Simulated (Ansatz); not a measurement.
# MgTe under a change: biaxial strain +0.60 %, plane normal [001], relaxed out of plane

Take MgTe in the wurtzite structure (space group P6_3mc, No. 186; a = 4.561 Å, c = 7.412 Å) as the base. Axes: x lies along a and z along c of the hexagonal cell.

Modification: biaxial strain +0.60 %, plane normal [001], relaxed out of plane (Cartesian); in-plane vectors clamped, the third vector and the atoms free.

All numbers come from plane-wave PAW DFT at the PBEsol level (Ansatz, an electronic-structure program, 420 eV), without spin-orbit coupling. Settings: 8×8×5 k-points, 0.05 eV Fermi–Dirac smearing.

| quantity | base | changed | shift |
|---|---|---|---|
| space group | P6_3mc (No. 186) | P6_3mc (No. 186) | – |
| shortest interatomic distance | 2.787 Å | 2.795 Å | +0.0075 Å |
| pressure (mean of the normal stresses, compression positive) | -0.01 GPa | -0.24 GPa | -0.23 GPa |
| band gap | 2.39 eV | 2.32 eV | -0.07 eV |
| gap character | direct at Γ | direct at Γ | – |
| width of the top valence band | 1.40 eV | 1.42 eV | +0.02 eV |
| electron mass | 0.15 mₑ along c, 0.17 mₑ across (at Γ) | 0.16 mₑ out of plane, 0.17 mₑ in plane (at Γ) | – |
| hole mass | – | 0.15 mₑ out of plane, 2.2 mₑ in plane (at Γ) | – |
| valence-band top at Γ (three highest levels, from the VBM) | 0.00, -0.02, -0.02 eV | 0.00, -0.09, -0.09 eV | – |
| out-of-plane strain | – | -0.57 % | – |

Spin-orbit coupling, missing from the scalar runs, can matter with Te. Masses are band curvatures over ±0.01 Å⁻¹ around the edge. Whether these cells are dynamically stable was not tested.
